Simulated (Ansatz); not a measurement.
We consider antifluorite K2Te, described by BLYP (PAW; Ansatz, a quantum-chemistry and plane-wave program).

Settings: plane-wave cutoff 520 eV, 8×8×8 k mesh, Fermi–Dirac smearing 0.01 eV, scalar-relativistic PAW data made under PBE.

Response to compression and expansion:

```json
[
 {"V (Å³/atom)": "45.715", "P (GPa)": "0.83", "direct gap at Γ (eV)": "2.265", "smallest gap on the k mesh (eV)": "2.210"},
 {"V (Å³/atom)": "46.688", "P (GPa)": "0.52", "direct gap at Γ (eV)": "2.208", "smallest gap on the k mesh (eV)": "2.159"},
 {"V (Å³/atom)": "47.660", "P (GPa)": "0.25", "direct gap at Γ (eV)": "2.154", "smallest gap on the k mesh (eV)": "2.111"},
 {"V (Å³/atom)": "48.633", "P (GPa)": "0.00", "direct gap at Γ (eV)": "2.102", "smallest gap on the k mesh (eV)": "2.064"},
 {"V (Å³/atom)": "49.606", "P (GPa)": "-0.23", "direct gap at Γ (eV)": "2.052", "smallest gap on the k mesh (eV)": "2.019"},
 {"V (Å³/atom)": "50.578", "P (GPa)": "-0.43", "direct gap at Γ (eV)": "2.004", "smallest gap on the k mesh (eV)": "1.976"},
 {"V (Å³/atom)": "51.551", "P (GPa)": "-0.61", "direct gap at Γ (eV)": "1.958", "smallest gap on the k mesh (eV)": "1.934"}
]
```

A straight line through the gaps at Γ against ln V gives a volume deformation potential dE_g(Γ)/d ln V of -2.6 eV: the gap at Γ widens under compression.

Note: the relaxation could not lower the start's symmetry, so the cell can be a saddle point above a distorted one; the volume lies 8 % above that of the published cell.

Spin–orbit coupling is not included; with these elements it can move the gap by several tenths of an eV or more.
